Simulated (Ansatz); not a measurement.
System: TiAs (P6₃/mmc, No. 194). Method: rVV10 in Ansatz (PAW).

Run with plane-wave cutoff 520 eV, 18×18×6 k mesh (along the axes of the cell as run), Fermi–Dirac smearing 0.05 eV, no spin polarisation, scalar-relativistic PAW data made under PBE.

Energies at three volumes about the minimum:

```json
[
 {"V (Å³/atom)": "17.496", "E − E_lowest (meV/atom)": "2.60"},
 {"V (Å³/atom)": "17.853", "E − E_lowest (meV/atom)": "0.00"},
 {"V (Å³/atom)": "18.210", "E − E_lowest (meV/atom)": "2.41"}
]
```

**Question.** Fit a parabola by hand: where is the minimum, and what is the bulk modulus?

**Answer.** Slopes: (0.00 − 2.60)/(17.853 − 17.496) = -7.283 and (2.41 − 0.00)/(18.210 − 17.853) = 6.751 meV/Å³. Curvature E″ = 2 × (6.751 − (-7.283))/(18.210 − 17.496) = 39.311 meV/Å⁶. From the middle of the first interval, the slope vanishes at V0 = 17.6745 − (-7.283)/39.311 = 17.860 Å³/atom. B = V0 E″ = 17.860 × 39.311 meV/Å³ × 0.1602 GPa per meV/Å³ = 112 GPa. The full Birch–Murnaghan fit to all volumes gives V0 = 17.853 Å³/atom and B0 = 112 GPa.

Shape and atoms are relaxed at each volume.

Note: the bulk modulus comes from volumes at which shape and atoms were relaxed.

Ansatz is a program for electronic structure.
